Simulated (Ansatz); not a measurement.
Output of an Ansatz run (abridged):

```
WARN ansatz: RAYON_NUM_THREADS=1 ignored (pool sized by the plan → 1); use --threads N
Pseudopotentials: kind: paw
Pseudopotential: Sc, paw, valence charge 11
Pseudopotential: Mg, paw, valence charge 10
Pseudopotential: O, paw, valence charge 6
Crystal: 14 atoms, lattice volume = 157.958 Å³
Basis set: ecut = 420 eV, 3119 PW (Γ)
Bands: 70, of which v1, the nominal top of the filled ones, is band 56 counted from 1 (55 counted from 0)
Symmetry: 48 space group operations
Space group: Fd-3m (ITA 227), of the structure as read, at distance tolerance 5.4e-5 Å
k-points: 20 of 343
PAW frozen core: Sc, regenerated for the run's functional, and the local potential with it
PAW frozen core: Mg, regenerated for the run's functional, and the local potential with it
PAW frozen core: O, regenerated for the run's functional, and the local potential with it
Initial density: superposition of atomic densities (neutral atoms: chi_scale 0, normalization atom), corrected by the library's trained network
Initial wavefunctions: pseudopotential atomic-orbital guess
Eigensolver: davidson
Functional: x = slater, c = lda
SCF iter   1: F=—  HF=-16628.641252 eV  |F-HF|=—  |Δ(HF+E_count)|=         —  Δρ=1.85e-2  dr2=4.92e-1  ethr=1.77e-3  ⟨swp⟩=6.0  Hψ=4864  notcnv=0  defer=13
all-band conjugate gradients solve this SCF's bands
preconditioner: auto → Resta (q_TF=auto, 2.576 Å⁻¹)
SCF iter   2: F=—  HF=-16628.518290 eV  |F-HF|=—  |Δ(HF+E_count)|=   1.23e-1  S|Δr|=    0.00e0  Δρ=6.43e-3  dr2=3.20e-2  ethr=4.39e-4  ⟨swp⟩=2.0  Hψ=2387  notcnv=0  defer=153
SCF iter   3: F=—  HF=-16628.507744 eV  |F-HF|=—  |Δ(HF+E_count)|=   1.05e-2  S|Δr|=    0.00e0  Δρ=2.48e-3  dr2=6.42e-3  ethr=2.85e-5  ⟨swp⟩=2.0  Hψ=2236  notcnv=0  defer=156
SCF iter   4: F=—  HF=-16628.505870 eV  |F-HF|=—  |Δ(HF+E_count)|=   1.87e-3  S|Δr|=    0.00e0  Δρ=6.73e-4  dr2=4.93e-4  ethr=5.73e-6  ⟨swp⟩=2.4  Hψ=2325  notcnv=0  defer=156
SCF iter   5: F=—  HF=-16628.505762 eV  |F-HF|=—  |Δ(HF+E_count)|=   1.07e-4  S|Δr|=    0.00e0  Δρ=8.34e-5  dr2=9.36e-6  ethr=4.40e-7  ⟨swp⟩=3.0  Hψ=2398  notcnv=0  defer=156
SCF iter   6: F=—  HF=-16628.505920 eV  |F-HF|=—  |Δ(HF+E_count)|=   1.58e-4  S|Δr|=    0.00e0  Δρ=8.88e-6  dr2=1.24e-7  ethr=8.36e-9  ⟨swp⟩=2.0  Hψ=2137  notcnv=0  defer=156
SCF iter   7: F=-16628.505920 eV  HF=-16628.505920 eV  |F-HF|=4.07e-10  |Δ(HF+E_count)|=   6.57e-8  S|Δr|=    0.00e0  Δρ=1.69e-6  dr2=5.39e-9  ethr=8.93e-11  ⟨swp⟩=9.8  Hψ=5239  notcnv=0
SCF 1 converged in 7 iterations: F = -16628.505920 eV  dr2 = 5.39e-9
SCF converged after 7 iterations
Stability not checked (fill_not_monotonic)
Free energy (F): -16628.505920 eV
Harris-Foulkes:  -16628.505920 eV  (|F-HF|=4.07e-10)
Internal energy: -16628.505920 eV  (E = F + TS)
E sigma→0 (E₀):  -16628.505920 eV
Fermi energy:    9.580009 eV
Step filling:    the computed levels leave a gap of 4.0574 eV = 81.1 smearing widths
--- Per-component energies (eV) ---
  E_band       = -1209.883047
  E_kinetic    = 2630.192344
  E_local      = -8840.133709  (includes V_loc(G=0)·N_el)
  E_nonlocal   = 921.743544
  E_hartree    = 3125.924480
  E_xc         = -1067.871962
  E_vxc        = -1358.351892  (∫ρ·V_xc dr)
  E_paw        = -5357.670276  (= ΣΔE_a)
  E_vpaw       = -815.206322  (= ΣTr[D̂ρ^β])
  E_aug_tail   = 0.020247  (compensation charges beyond the density's cutoff)
  E_ewald      = -8043.006610
  E_core_change = 2.296022  (= ΣΔE_core)
  E_smearing   = -0.000000  (= −TS)
  E_closure    = 0.000000  (closes the sum)
  Σ components = -16628.505920   (vs F -16628.505920, Δ=0.00e0)
--- Forces (eV/Å), atoms counted from 1 ---
  atom   1  Sc    -0.00000000     0.00000000     0.00000000
  atom   2  Sc    -0.00000000    -0.00000000    -0.00000000
  atom   3  Sc    -0.00000000    -0.00000000     0.00000000
  atom   4  Sc    -0.00000000     0.00000000    -0.00000000
  atom   5  Mg     0.00000000    -0.00000000    -0.00000000
  atom   6  Mg     0.00000000    -0.00000000     0.00000000
  atom   7  O      0.80178280     0.80178280     0.80178280
  atom   8  O      0.80178280    -0.80178280    -0.80178280
  atom   9  O     -0.80178280     0.80178280    -0.80178280
  atom  10  O     -0.80178280    -0.80178280     0.80178280
  atom  11  O     -0.80178280    -0.80178280    -0.80178280
  atom  12  O     -0.80178280     0.80178280     0.80178280
  atom  13  O      0.80178280    -0.80178280     0.80178280
  atom  14  O      0.80178280     0.80178280    -0.80178280
  max |Σ_I F_I| component: 8.88e-16 eV/Å
--- Stress (GPa, compression-positive) ---
        6.813885       0.000000       0.000000
       -0.000000       6.813885       0.000000
       -0.000000       0.000000       6.813885
  P = ⅓ Tr σ = 6.8139 GPa (68.139 kbar)
  The stress holds the Pulay correction. Without it, at fixed plane waves, as pw.x and ABINIT print it: P = 6.0149 GPa
--- Band table (eV; the first three rows and the last of 20) ---
  k-point 0: bands = ["-64.3727", "-64.3726", "-38.2310", "-38.0948", "-38.0948", "-38.0948", "-31.8081", "-31.8081", "-31.8081", "-31.8067", "-31.8067", "-31.8067", "-18.2250", "-17.6920", "-17.6920", "-17.6920", "-17.2802", "-17.2802", "-16.9841", [...]
  k-point 1: bands = ["-64.3727", "-64.3726", "-38.2261", "-38.0999", "-38.0948", "-38.0948", "-31.8082", "-31.8082", "-31.8081", "-31.8067", "-31.8067", "-31.8067", "-18.1898", "-17.6822", "-17.6699", "-17.6699", "-17.2795", "-17.2795", "-17.0071", [...]
  k-point 2: bands = ["-64.3727", "-64.3726", "-38.2133", "-38.1131", "-38.0949", "-38.0949", "-31.8082", "-31.8082", "-31.8081", "-31.8068", "-31.8066", "-31.8066", "-18.1036", "-17.6421", "-17.6128", "-17.6128", "-17.2762", "-17.2762", "-17.1517", [...]
  k-point 19: bands = ["-64.3727", "-64.3726", "-38.1729", "-38.1540", "-38.0949", "-38.0949", "-31.8084", "-31.8084", "-31.8076", "-31.8073", "-31.8065", "-31.8064", "-17.8320", "-17.6977", "-17.4629", "-17.4450", "-17.3867", "-17.3330", [...]
```

The structure:

```
CELL_PARAMETERS angstrom
      0.00000     4.29046     4.29046
      4.29046     0.00000     4.29046
      4.29046     4.29046     0.00000
ATOMIC_POSITIONS crystal
  Sc 0.12500 0.12500 0.12500
  Sc 0.62500 0.12500 0.12500
  Sc 0.12500 0.62500 0.12500
  Sc 0.12500 0.12500 0.62500
  Mg 0.75000 0.75000 0.75000
  Mg 0.50000 0.50000 0.50000
  O  0.36260 0.36260 0.36260
  O  0.91220 0.36260 0.36260
  O  0.36260 0.91220 0.36260
  O  0.36260 0.36260 0.91220
  O  0.88740 0.88740 0.88740
  O  0.33780 0.88740 0.88740
  O  0.88740 0.33780 0.88740
  O  0.88740 0.88740 0.33780
```

### Question
Write an input that gives this output.

### Answer
Other spellings and defaults could give the same log, and not every line can be read from it. The input that was run (DFT, LDA (PW92), plane waves, default PAW files made with PBE):

Ansatz 0.2 input:
```yaml
# MgSc2O4
crystal:
  lattice:
    - [0.000000, 4.290461, 4.290461]
    - [4.290461, 0.000000, 4.290461]
    - [4.290461, 4.290461, 0.000000]
  atoms:
    - { symbol: Sc, position: [0.125000, 0.125000, 0.125000] }
    - { symbol: Sc, position: [0.625000, 0.125000, 0.125000] }
    - { symbol: Sc, position: [0.125000, 0.625000, 0.125000] }
    - { symbol: Sc, position: [0.125000, 0.125000, 0.625000] }
    - { symbol: Mg, position: [0.750000, 0.750000, 0.750000] }
    - { symbol: Mg, position: [0.500000, 0.500000, 0.500000] }
    - { symbol: O, position: [0.362600, 0.362600, 0.362600] }
    - { symbol: O, position: [0.912200, 0.362600, 0.362600] }
    - { symbol: O, position: [0.362600, 0.912200, 0.362600] }
    - { symbol: O, position: [0.362600, 0.362600, 0.912200] }
    - { symbol: O, position: [0.887400, 0.887400, 0.887400] }
    - { symbol: O, position: [0.337800, 0.887400, 0.887400] }
    - { symbol: O, position: [0.887400, 0.337800, 0.887400] }
    - { symbol: O, position: [0.887400, 0.887400, 0.337800] }
basis:
  ecutwfc: 420.0
kpoints:
  mp_grid: { grid: [7, 7, 7] }
hamiltonian:
  xc: lda
  pseudopotentials: { kind: paw }
scf:
  occupations: { method: cold, width: 0.05 }
output:
  forces: true
  eigenvalues: true
  stress: true
```

The starting cell was generated: these elements placed on a structure prototype, without a prior relaxation; it need not be a known phase or ordering of this composition. With a pressure of about 7 GPa the cell is away from its equilibrium volume at this level. Forces in this geometry exceed 1 eV/Å. Ansatz's pressure includes its estimate of the finite-basis (Pulay) stress. Without the estimate this run gives 6.01 GPa.

Ansatz is a quantum-chemistry and plane-wave program.
